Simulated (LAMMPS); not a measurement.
Consider a melt made from C (diamond structure), 512 atoms, at 5200 K and 0 GPa, brought to that temperature within a few picoseconds in molecular dynamics.

Method: classical MD, pair style meam, file SiC.meam, run in LAMMPS.

```
Property                                                                            Result
-------------------------------------------------------------  ---------------------------
state found                                                                         liquid
density                                                                2.571 ± 0.004 g/cm³
volume per atom                                                        7.76 ± 0.01 Å³/atom
enthalpy per atom                                                   -4.706 ± 0.003 eV/atom
first peak of g(r)                                                      1.86 Å, height 2.1
coordination number                                               7.43 (counted to 2.42 Å)
self-diffusion coefficient of C (not corrected for cell size)  (2.43 ± 0.08) × 10^-4 cm²/s
shear viscosity (Green-Kubo)                                             1.93 ± 0.06 mPa s
cost                                                               roughly 22 core-minutes
```

Potential: file SiC.meam of the LAMMPS distribution.

Caution: the potential MEAM SiC.meam is made for SiC, not for the elements. Caution: at ambient pressure real C sublimes or decomposes before or as it melts, so this liquid is the model's. Caution: a run this short can hold a crystal over, or a liquid under, the potential's own melting point, which these runs don't give.

States go by the mean squared displacement: a species diffuses where it passes 1.5 Å², still rises and gives D over 1e-6 cm²/s; a crystal has left its structure where atoms lie 0.35 Å off their sites on average or a cubic box changes its shape by 3 %, or the axial ratios of another lie 8 % off the starting cell's, which the potential's own relaxation can also do.

Errors of D are the spread over four groups of atoms in one short run; a floor of about 5 %, a picked value, is safer.

Errors shown are sampling errors alone.
